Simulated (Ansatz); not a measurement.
# Hf: energy against strain

Hf (hcp, P6_3/mmc, 22.548 Å³/atom and stress up to 0.01 GPa in the relaxed cell, c along z) under a strain ε along c (axis z), the other axes held. PBE in Ansatz, a plane-wave DFT program (PAW, default set), 420 eV, 21×21×12 Γ-centred mesh, Fermi-Dirac smearing 0.10 eV; ions are relaxed, or left where forces stay under 0.02 eV/Å, within the symmetry of each cell.

Here s stands for strain and y for E less E0.

```
strain (%)  E less E0 (meV/atom)
----------  --------------------
-1.50                       2.70
-1.00                       1.09
-0.50                       0.20
0.00                        0.00
0.50                        0.49
1.00                        1.63
1.50                        3.43
3.00                           ?
```

Fit y of the 7 rows that show it with a parabola. Least squares gives y = 0.002 + 0.2543·s + 1.3610·s². Residuals (row less fit): 0.017, -0.019, -0.015, -0.002, 0.021, 0.013, -0.016; standard error 0.021 (degrees of freedom: 4). Twice the quadratic coefficient over the volume, 2 × 1.3610 meV × 10⁴ × 0.1602 / 22.548 Å³, is the elastic constant C33 = about 190 GPa.

Task: What does the fit predict for y at s = 3.00, and how far is the calculated value from it?

Result: y = 0.002 + 0.2543 × 3.0 + 1.3610 × 3.0² = 13.014 meV/atom. The calculation gives 12.50 meV/atom, 0.514 meV/atom below the prediction (4.1 % of the range of y in the table). The row lies outside the fitted rows, so this is an extrapolation. From the scatter of the fitted rows alone, a prediction at this place has a standard error of 0.079 meV/atom, so the miss is 6.5 times that.

A polynomial of degree 3 through the 12 other runs of the series gives 12.49 there, so most of the miss is curvature that the fit leaves out. In a metal these values are sensitive to mesh and smearing; energies are taken to zero smearing, stresses follow the free energy. Rows are the converged runs of the series near zero and its far end; series whose fitted rows scatter by over a few per cent of the range, as at a crossing or softening among them, aren't shown in this form, nor equations of state whose B0' disagrees with the runs' pressures. Most that stay on the fit to the last digits aren't either.
